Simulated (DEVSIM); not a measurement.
Structure: Si p+/n-/n+ power diode, at 300 K.

| layer (left to right) | material | thickness (μm) | Nd (cm⁻³) | Na (cm⁻³) | τn (s) | τp (s) |
|---|---|---|---|---|---|---|
| 1 | Si | 0.870 | - | 3.9e18 | 3.4e-6 | 3.4e-6 |
| 2 | Si | 44.0 | 5.4e15 | - | 3.4e-6 | 3.4e-6 |
| 3 | Si | 4.90 | 1.3e18 | - | 3.4e-6 | 3.4e-6 |

Left contact: ohmic. Right contact: ohmic. Voltage is applied to the left contact. Recombination: SRH at mid-gap, Auger. Gap narrowing is on: ΔEg = 6.92 meV × (l + √(l² + 0.5)), l = ln(N/1.3e17 cm⁻³), shared equally by both band edges. Mobility is μmin + (μ − μmin)/(1 + (N/Nref)^α).

This is a model device: material constants are rounded textbook-type values typed into the input, and sizes, dopings and lifetimes were drawn at random. Values at 300 K.

| parameter | Si |
|---|---|
| gap (eV) | 1.124 |
| affinity (eV) | 4.05 |
| permittivity | 11.7 |
| Nc (cm⁻³) | 2.86e19 |
| Nv (cm⁻³) | 3.1e19 |
| μn (cm²/Vs) | 1417 |
| μp (cm²/Vs) | 470 |
| μn,min | 52 |
| μp,min | 45 |
| Nref,n | 9.7e16 |
| Nref,p | 2.2e17 |
| αn | 0.68 |
| αp | 0.72 |
| Cn (cm⁶/s) | 2.8e-31 |
| Cp (cm⁶/s) | 9.9e-32 |

Simulated with DEVSIM: 1D drift-diffusion, Boltzmann statistics, complete ionisation; no tunnelling, impact ionisation, image-force lowering or self-heating.

Problem. Tabulate band edges, carrier densities and field at zero bias.

Solution. Energies count from the Fermi level of the right contact; mesh points crowd at the junctions.

```
x (μm)   Ec (eV)  Ev (eV)  n (cm⁻³)  p (cm⁻³)  field (V/cm)
-------  -------  -------  --------  --------  ------------
0.000      1.023   -0.054       190    3.9e18           ≈ 0
0.05858    1.023   -0.054       190    3.9e18           ≈ 0
0.2520     1.023   -0.054       190    3.9e18           ≈ 0
0.6653     1.023   -0.054       190    3.9e18           ≈ 0
0.8480     1.023   -0.054       190    3.9e18           ≈ 0
0.8885     0.936   -0.187      5300    2.2e16        -36000
1.003      0.602   -0.522     2.2e9    5.3e10        -24000
1.680      0.222   -0.902    5.4e15     22000           ≈ 0
3.923      0.222   -0.902    5.4e15     22000           ≈ 0
11.74      0.222   -0.902    5.4e15     22000           ≈ 0
31.93      0.222   -0.902    5.4e15     22000           ≈ 0
42.56      0.222   -0.902    5.4e15     22000           ≈ 0
44.23      0.222   -0.902    5.4e15     22000           ≈ 0
44.71      0.219   -0.905    6.1e15     20000          -550
44.86      0.148   -0.976    9.4e16      1300        -24000
44.91      0.080   -1.012    1.3e18       320           ≈ 0
45.05      0.080   -1.012    1.3e18       320           ≈ 0
45.57      0.080   -1.012    1.3e18       320           ≈ 0
48.21      0.080   -1.012    1.3e18       320           ≈ 0
49.34      0.080   -1.012    1.3e18       320           ≈ 0
49.66      0.080   -1.012    1.3e18       320           ≈ 0
49.77      0.080   -1.012    1.3e18       320           ≈ 0
```
